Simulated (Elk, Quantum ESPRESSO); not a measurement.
**Equation of state of zinc-blende ZnS (space group 216): energy against volume (Elk, PBE)**

```yaml
crystal:
  lattice:
    - [0.00000, 2.65690, 2.65690]
    - [2.65690, 0.00000, 2.65690]
    - [2.65690, 2.65690, 0.00000]
  atoms:
    - { symbol: Zn, position: [0.00000, 0.00000, 0.00000] }
    - { symbol: S, position: [0.75000, 0.75000, 0.75000] }
```

Level of theory: PBE, all-electron FP-LAPW, Elk's shipped species files, APW+lo basis with extra local orbitals in Elk. Settings: xctype = 20; rgkmax = 9.12; swidth = 0.000367493 Ha; ngridk = 10 10 10; gmaxvr = 16 1/bohr; nxlo = 2; lorbcnd = true; rmtscf = 0.89; lmaxi = 2; maxscl = 100; sphere radii = {Zn: 2.136, S: 1.958} bohr. The cell above is the first row's. The rows scale it uniformly. In all rows fractional positions and the k mesh are held. E is the free energy at the stated smearing, counted from the lowest row.

```csv
V (Å^3/atom),E (meV/atom)
18.755,?
19.163,14.57
19.571,5.62
19.979,0.91
20.386,0.00
20.794,2.52
21.202,8.08
21.610,16.38
22.017,27.15
```

**Question.** Using the third-order Birch-Murnaghan form, a cubic in V^(-2/3), estimate the missing E at V = 18.755 from the other rows, showing the fit.

**Answer.** With u = V^(-2/3) - 0.133, the rows have u = 0.006645, 0.004697, 0.002816, 0.001002, -0.000756, -0.002458, -0.004107, -0.005700. Least squares gives E = 1.028 - 1555.5·u + 535487·u² + 795333·u³. Residuals (row less fit): 0.000, 0.002, -0.002, -0.008, 0.010, 0.005, -0.014, 0.005; standard error 0.010 (degrees of freedom: 4). Its minimum lies at u = 0.001448, so V0 = (0.134448)^(-3/2) = 20.28. There d²E/du² = 1078000 and d³E/du³ = 4772000, so B0 = (4/9) × 20.28^(-7/3) × 1078000 × 0.160218 = 68.4 GPa (the last factor turns the table's units into GPa), and B0' = 4 + (2/3) × 0.134448 × (4772000)/1078000 = 4.4. At the withheld row, u = 0.008663, so E = 1.028 - 1555.5 × 0.008663 + 535487 × 0.008663² + 795333 × 0.008663³ = 28.257 meV/atom. The calculation gives 28.24 meV/atom, 0.017 meV/atom below the prediction (0.1 % of the range of E in the table). The row lies outside the fitted rows, so this is an extrapolation. From the scatter of the fitted rows alone, a prediction at this place has a standard error of 0.030 meV/atom, so the miss is 0.6 times that.

Carrying the step between the two nearest rows on in a straight line would have given 23.52, off by 4.72; series whose last step already gives the withheld value aren't shown. The scan was laid around a cell of about the measured size, scaled by a guess for this functional. The runs keep the symmetry of the cell, so they don't test it for distortions. A plane-wave scan with the same functional (Quantum ESPRESSO, GBRV) gives V0 = 20.20 Å^3/atom and B0 = 69.2 GPa; a Birch-Murnaghan fit to all rows here lies 0.4 % from it in V0 and -1 % in B0; the two differ in basis, and may differ in potentials and mesh. Values depend on the basis (sphere radii, cutoffs, local orbitals), which need not be converged. Sphere radii are the same in all rows. Cutoffs and mesh are single choices, not tested for convergence of this quantity. Series with a scatter that would blur these digits, or in which a gap closes, are not shown. Nor are scans whose minimum lies at an end fitted in this form.
